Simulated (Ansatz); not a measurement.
Ni_Al in metastable zinc-blende AlN (start: the Al site; 64-site cell, 2×2×2 shifted sampling). Calculation: PBE, PAW (plane waves to 420 eV; Ansatz, a first-principles code). Total energies of the localised charge states, counted from that of charge +1, and their image corrections (point charge with alignment); the host's valence-band maximum lies at 6.722 eV on the cells' energy zero and its gap is 3.31 eV.

```json
[
 {"charge": "+1", "moment (μB)": "2.0", "E − E(first) (eV)": "0.000", "correction (eV)": "0.321"},
 {"charge": "0", "moment (μB)": "3.0", "E − E(first) (eV)": "7.391", "correction (eV)": "0.000"},
 {"charge": "−1", "moment (μB)": "2.0", "E − E(first) (eV)": "16.065", "correction (eV)": "0.130"}
]
```

Problem. Derive the transition levels above the valence-band maximum and say which of them are thermodynamic.

Solution. A level is the Fermi energy at which two charges have equal formation energy: ε(q/q′) = [E(q′) + corr(q′) − E(q) − corr(q)] / (q − q′) − E_VBM.
ε(+1/0) = [(7.391 + 0.000) − (0.000 + 0.321)] / 1 − 6.722 = 0.35 eV
ε(0/−1) = [(16.065 + 0.130) − (7.391 + 0.000)] / 1 − 6.722 = 2.08 eV
Thermodynamic levels at least 0.1 eV inside the gap: (+1/0) at 0.35 eV; (0/−1) at 2.08 eV. They hold to tenths of an eV in this cell. Only the charges listed were compared. Charge −2 has its level within 0.1 eV of a band edge or past it. Flagged in the runs: a doubtful potential alignment.
